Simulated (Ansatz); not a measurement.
A self-consistent single point of Sn (I4_1/amd, 2 atoms in the cell) with Ansatz (a program for electronic structure).

Method of the run: PBE, harder PAW files (source: ansatz) (plane waves; Ansatz).

```
Sn
1.0
   -2.94014     2.94014     1.59930
    2.94014    -2.94014     1.59930
    2.94014     2.94014    -1.59930
Sn
2
Direct
  0.75000   0.25000   0.50000
  0.00000   0.00000   0.00000
```

Reference input (self-consistent single point, DFT, PBE, plane waves, harder PAW files (source: ansatz)): basis.ecutwfc = 640 eV; kpoints.mp_grid.grid = 12 12 12; hamiltonian.xc = pbe; hamiltonian.pseudopotentials = {kind: paw, source: ansatz}; scf.occupations.method = methfessel_paxton; scf.occupations.width = 0.05 eV. This run's input differs from it in these lines:

Ansatz 0.2 input:
```diff
@@ -12,3 +12,3 @@
 kpoints:
-  mp_grid: { grid: [12, 12, 12] }
+  mp_grid: { grid: [8, 8, 8] }
 hamiltonian:
```

Output (repeated stretches shortened):

```
SCF iter   1: F=—  HF=-19450.443489 eV  |F-HF|=—  |Δ(HF+E_count)|=         —  Δρ=1.46e-2  dr2=1.14e-1  ethr=3.10e-3  ⟨swp⟩=5.5  Hψ=6201  notcnv=0
all-band conjugate gradients solve this SCF's bands
preconditioner: auto → none
SCF iter   2: F=—  HF=-19450.425208 eV  |F-HF|=—  |Δ(HF+E_count)|=   1.83e-2  S|Δr|=    0.00e0  Δρ=6.91e-3  dr2=1.62e-2  ethr=2.59e-4  ⟨swp⟩=2.1  Hψ=3010  notcnv=0  defer=44
SCF iter   3: F=—  HF=-19450.426547 eV  |F-HF|=—  |Δ(HF+E_count)|=   1.34e-3  S|Δr|=    0.00e0  Δρ=2.02e-3  dr2=1.76e-3  ethr=3.67e-5  ⟨swp⟩=2.0  Hψ=2705  notcnv=0  defer=44
SCF iter   4: F=—  HF=-19450.426776 eV  |F-HF|=—  |Δ(HF+E_count)|=   2.29e-4  S|Δr|=    0.00e0  Δρ=2.33e-4  dr2=1.42e-5  ethr=4.01e-6  ⟨swp⟩=2.1  Hψ=2283  notcnv=0  defer=44
SCF iter   5: F=—  HF=-19450.426778 eV  |F-HF|=—  |Δ(HF+E_count)|=   1.47e-6  S|Δr|=    0.00e0  Δρ=2.23e-5  dr2=9.22e-8  ethr=2.27e-10  ⟨swp⟩=8.0  Hψ=8659  notcnv=0
SCF iter   6: F=-19450.426778 eV  HF=-19450.426778 eV  |F-HF|=2.47e-10  |Δ(HF+E_count)|=   1.01e-7  S|Δr|=    0.00e0  Δρ=1.47e-6  dr2=5.36e-10  ethr=2.10e-10  ⟨swp⟩=2.1  Hψ=4919  notcnv=0
SCF 1 converged in 6 iterations: F = -19450.426778 eV  dr2 = 5.36e-10
Stability not checked (fill_not_monotonic)
Free energy (F): -19450.426778 eV
Internal energy: -19450.426103 eV  (E = F + TS)
E sigma→0 (E₀):  -19450.426609 eV
Entropy (-TS):   -0.000675 eV (-0.338 meV/atom)
Fermi energy:    12.530518 eV
--- Forces (eV/Å), atoms counted from 1 ---
  atom   1  Sn    -0.00000000     0.00000000     0.00000000
  atom   2  Sn     0.00000000     0.00000000     0.00000000
--- Stress (GPa, compression-positive) ---
        0.818011      -0.000000      -0.000000
       -0.000000       0.818011      -0.000000
        0.000000       0.000000       2.474747
  P = ⅓ Tr σ = 1.3703 GPa (13.703 kbar)
  The stress holds the Pulay correction. Without it, at fixed plane waves, as pw.x and ABINIT print it: P = 1.3698 GPa
```

The run converged in 6 iterations. Against the reference run the free energy goes up by 9.0 meV/atom and the pressure stays near 1.37 GPa while the zz stress (positive for compression) goes from 1.32 to 2.47 GPa.

The starting cell comes from a database of computed structures (which also holds hypothetical and non-ambient phases and stackings), without a prior relaxation at this level. Ansatz's pressure includes its estimate of the finite-basis (Pulay) stress.
